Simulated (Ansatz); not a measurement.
Consider the formation energy of the neutral V_Ti in TiSi2 (Fddd). Reaction: 32 TiSi2 (Fddd) → cell A + Ti (hcp).

Cell A: a supercell of 96 sites of TiSi2 (Fddd) with one empty Ti site amid 10 Si; spin state with PBE: run without spin, k-point mesh 3×3×2.
```yaml
crystal:
  lattice:
    - [9.61475, 0.00000, 0.00000]
    - [0.00000, 8.27057, 0.00000]
    - [0.00000, 0.00000, 17.11928]
  atoms:
    - { symbol: Ti, position: [0.37565, 0.25328, 0.12611] }
    - { symbol: Ti, position: [0.25000, 0.50000, 0.24876] }
    - { symbol: Ti, position: [0.37536, 0.75020, 0.37530] }
    - { symbol: Ti, position: [0.00122, 0.99984, 0.24911] }
    - { symbol: Ti, position: [0.12464, 0.24980, 0.37530] }
    - { symbol: Ti, position: [0.00049, 0.50000, 0.00000] }
    - { symbol: Ti, position: [0.12435, 0.74672, 0.12611] }
    - { symbol: Si, position: [0.25000, 0.34277, 0.00000] }
    - { symbol: Si, position: [0.25000, 0.65723, 0.00000] }
    - { symbol: Si, position: [0.36589, 0.92104, 0.12036] }
    - { symbol: Si, position: [0.37518, 0.59110, 0.12472] }
    - { symbol: Si, position: [0.25153, 0.83922, 0.24956] }
    - { symbol: Si, position: [0.24847, 0.16078, 0.24956] }
    - { symbol: Si, position: [0.37483, 0.41244, 0.37473] }
    - { symbol: Si, position: [0.37487, 0.08859, 0.37467] }
    - { symbol: Si, position: [0.00105, 0.33533, 0.24954] }
    - { symbol: Si, position: [0.99974, 0.66248, 0.25040] }
    - { symbol: Si, position: [0.12513, 0.91141, 0.37467] }
    - { symbol: Si, position: [0.12517, 0.58756, 0.37473] }
    - { symbol: Si, position: [0.00053, 0.83617, 0.00089] }
    - { symbol: Si, position: [0.00053, 0.16383, 0.99911] }
    - { symbol: Si, position: [0.12482, 0.40890, 0.12472] }
    - { symbol: Si, position: [0.13411, 0.07896, 0.12036] }
    - { symbol: Ti, position: [0.25000, 0.00000, 0.50000] }
    - { symbol: Ti, position: [0.37536, 0.24980, 0.62470] }
    - { symbol: Ti, position: [0.25000, 0.50000, 0.75124] }
    - { symbol: Ti, position: [0.37565, 0.74672, 0.87389] }
    - { symbol: Ti, position: [0.00122, 0.00016, 0.75089] }
    - { symbol: Ti, position: [0.12435, 0.25328, 0.87389] }
    - { symbol: Ti, position: [0.00003, 0.50000, 0.50000] }
    - { symbol: Ti, position: [0.12464, 0.75020, 0.62470] }
    - { symbol: Si, position: [0.25000, 0.33786, 0.50000] }
    - { symbol: Si, position: [0.25000, 0.66214, 0.50000] }
    - { symbol: Si, position: [0.37487, 0.91141, 0.62533] }
    - { symbol: Si, position: [0.37483, 0.58756, 0.62527] }
    - { symbol: Si, position: [0.24847, 0.83922, 0.75044] }
    - { symbol: Si, position: [0.25153, 0.16078, 0.75044] }
    - { symbol: Si, position: [0.37518, 0.40890, 0.87528] }
    - { symbol: Si, position: [0.36589, 0.07896, 0.87964] }
    - { symbol: Si, position: [0.99974, 0.33752, 0.74960] }
    - { symbol: Si, position: [0.00105, 0.66467, 0.75046] }
    - { symbol: Si, position: [0.13411, 0.92104, 0.87964] }
    - { symbol: Si, position: [0.12482, 0.59110, 0.87528] }
    - { symbol: Si, position: [0.99923, 0.83729, 0.49988] }
    - { symbol: Si, position: [0.99923, 0.16271, 0.50012] }
    - { symbol: Si, position: [0.12517, 0.41244, 0.62527] }
    - { symbol: Si, position: [0.12513, 0.08859, 0.62533] }
    - { symbol: Ti, position: [0.75000, 0.00000, 0.00000] }
    - { symbol: Ti, position: [0.87744, 0.24749, 0.12431] }
    - { symbol: Ti, position: [0.75000, 0.50000, 0.24963] }
    - { symbol: Ti, position: [0.87486, 0.75003, 0.37471] }
    - { symbol: Ti, position: [0.49878, 0.00016, 0.24911] }
    - { symbol: Ti, position: [0.62514, 0.24997, 0.37471] }
    - { symbol: Ti, position: [0.49951, 0.50000, 0.00000] }
    - { symbol: Ti, position: [0.62256, 0.75251, 0.12431] }
    - { symbol: Si, position: [0.75000, 0.33607, 0.00000] }
    - { symbol: Si, position: [0.75000, 0.66393, 0.00000] }
    - { symbol: Si, position: [0.87606, 0.91323, 0.12481] }
    - { symbol: Si, position: [0.87529, 0.58728, 0.12469] }
    - { symbol: Si, position: [0.74975, 0.83804, 0.24975] }
    - { symbol: Si, position: [0.75025, 0.16196, 0.24975] }
    - { symbol: Si, position: [0.87514, 0.41228, 0.37475] }
    - { symbol: Si, position: [0.87501, 0.08748, 0.37473] }
    - { symbol: Si, position: [0.50026, 0.33752, 0.25040] }
    - { symbol: Si, position: [0.49895, 0.66467, 0.24954] }
    - { symbol: Si, position: [0.62499, 0.91252, 0.37473] }
    - { symbol: Si, position: [0.62486, 0.58772, 0.37475] }
    - { symbol: Si, position: [0.49947, 0.83617, 0.99911] }
    - { symbol: Si, position: [0.49947, 0.16383, 0.00089] }
    - { symbol: Si, position: [0.62471, 0.41272, 0.12469] }
    - { symbol: Si, position: [0.62394, 0.08677, 0.12481] }
    - { symbol: Ti, position: [0.75000, 0.00000, 0.50000] }
    - { symbol: Ti, position: [0.87486, 0.24997, 0.62529] }
    - { symbol: Ti, position: [0.75000, 0.50000, 0.75037] }
    - { symbol: Ti, position: [0.87744, 0.75251, 0.87569] }
    - { symbol: Ti, position: [0.49878, 0.99984, 0.75089] }
    - { symbol: Ti, position: [0.62256, 0.24749, 0.87569] }
    - { symbol: Ti, position: [0.49997, 0.50000, 0.50000] }
    - { symbol: Ti, position: [0.62514, 0.75003, 0.62529] }
    - { symbol: Si, position: [0.75000, 0.33853, 0.50000] }
    - { symbol: Si, position: [0.75000, 0.66147, 0.50000] }
    - { symbol: Si, position: [0.87501, 0.91252, 0.62527] }
    - { symbol: Si, position: [0.87514, 0.58772, 0.62525] }
    - { symbol: Si, position: [0.75025, 0.83804, 0.75025] }
    - { symbol: Si, position: [0.74975, 0.16196, 0.75025] }
    - { symbol: Si, position: [0.87529, 0.41272, 0.87531] }
    - { symbol: Si, position: [0.87606, 0.08677, 0.87519] }
    - { symbol: Si, position: [0.49895, 0.33533, 0.75046] }
    - { symbol: Si, position: [0.50026, 0.66248, 0.74960] }
    - { symbol: Si, position: [0.62394, 0.91323, 0.87519] }
    - { symbol: Si, position: [0.62471, 0.58728, 0.87531] }
    - { symbol: Si, position: [0.50077, 0.83729, 0.50012] }
    - { symbol: Si, position: [0.50077, 0.16271, 0.49988] }
    - { symbol: Si, position: [0.62486, 0.41228, 0.62525] }
    - { symbol: Si, position: [0.62499, 0.08748, 0.62527] }
```

Reference: Ti (hcp, P6₃/mmc), 2 atoms in the cell; spin state with PBE: run without spin, k-point mesh 24×24×14 on the run's own vectors. Conventional cell: a = 2.940 Å, b = 2.940 Å, c = 4.654 Å, α = 90.00°, β = 90.00°, γ = 120.00°.

Reference: TiSi2 (Fddd), 96 atoms in the cell, the relaxed perfect crystal repeated, atoms not moved again; spin state with PBE: run without spin, k-point mesh 3×3×2 on the run's own vectors.

All numbers come from Ansatz (a quantum-chemistry and plane-wave program), plane waves with PAW, its default PAW set, cutoff 420 eV. The structures are at rest with PBE, within the held lattices. Neutral cells; Fermi-Dirac smearing of at most 0.10 eV in the solids, energies taken to zero width. Larger cells are relaxed from a start prepared with the learned potential CHGNet, on a coarser mesh till forces fall under 0.03 eV/Å, which some starts already meet. A dispersion term (D3(BJ), or D4 for r2SCAN) was computed beside these levels and is taken off wherever the name lacks it. Space groups of crystals are read within 0.01 Å. Static lattices, no vibrational contributions. No structure search was made; lower ones may exist. Values are for these cell sizes. Mesh and cell size may move defect energies by 0.1 eV or more. The value holds for the reservoirs listed; other chemical potentials shift it. Cell A has symmetry P222 within 0.02 Å and got no random move, so less symmetric positions, which may lie lower, weren't tried.

Q: What is the computed value (PBE)?

A: 3.81 eV, for 32 TiSi2 (Fddd) → cell A + Ti (hcp).
